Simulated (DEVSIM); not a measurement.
Device: W/SiO2/p-Si capacitor, at 300 K.

| layer (left to right) | material | thickness (nm) | Na (cm⁻³) |
|---|---|---|---|
| 1 | SiO2 | 5.50 | - |
| 2 | Si | 700 | 3.4e17 |

Metal gate on the left, work function 4.6 eV. Fixed charge at the semiconductor interface 0 cm⁻² (in units of +e); no interface traps.

The device is made up for the run: typed textbook-type constants, with dimensions and the other settings drawn at random. Values at 300 K.

```tsv
parameter	SiO2	Si
gap (eV)	9	1.124
affinity (eV)	0.9	4.05
permittivity	3.9	11.7
Nc (cm⁻³)	-	2.86e19
Nv (cm⁻³)	-	3.1e19
```

DEVSIM, 1D Poisson equation in equilibrium, Boltzmann statistics, complete ionisation; no quantum confinement or tunnelling. Metal contacts follow the ideal Schottky-Mott rule: no Fermi-level pinning, no interface dipoles.

Task: Tabulate band edges, carrier densities and field at 0.5 V on the gate.

Result: Energies count from the Fermi level of the right contact; mesh points crowd at the junctions.

```csv
x (μm),Ec (eV),Ev (eV),n (cm⁻³),p (cm⁻³),field (V/cm)
0.000,3.200,-5.800,< 1e2,< 1e2,710000
0.0009088,3.265,-5.735,< 1e2,< 1e2,710000
0.002137,3.353,-5.647,< 1e2,< 1e2,710000
0.003668,3.462,-5.538,< 1e2,< 1e2,710000
0.005154,3.568,-5.432,< 1e2,< 1e2,710000
0.005914,0.453,-0.671,7.2e11,1.6e8,240000
0.007334,0.485,-0.639,2.0e11,5.8e8,230000
0.01131,0.572,-0.552,7.0e9,1.7e10,210000
0.01715,0.684,-0.440,9.1e7,1.3e12,180000
0.02869,0.853,-0.271,130000,8.8e14,120000
0.04908,0.988,-0.136,720,1.6e17,24000
0.1085,1.007,-0.117,340,3.4e17,≈ 0
0.2022,1.007,-0.117,340,3.4e17,≈ 0
0.3785,1.007,-0.117,340,3.4e17,≈ 0
0.5608,1.007,-0.117,340,3.4e17,≈ 0
0.6299,1.007,-0.117,340,3.4e17,≈ 0
0.6663,1.007,-0.117,340,3.4e17,≈ 0
0.6847,1.007,-0.117,340,3.4e17,≈ 0
0.6972,1.007,-0.117,340,3.4e17,≈ 0
0.7017,1.007,-0.117,340,3.4e17,≈ 0
0.7040,1.007,-0.117,340,3.4e17,≈ 0
0.7055,1.007,-0.117,340,3.4e17,≈ 0
```
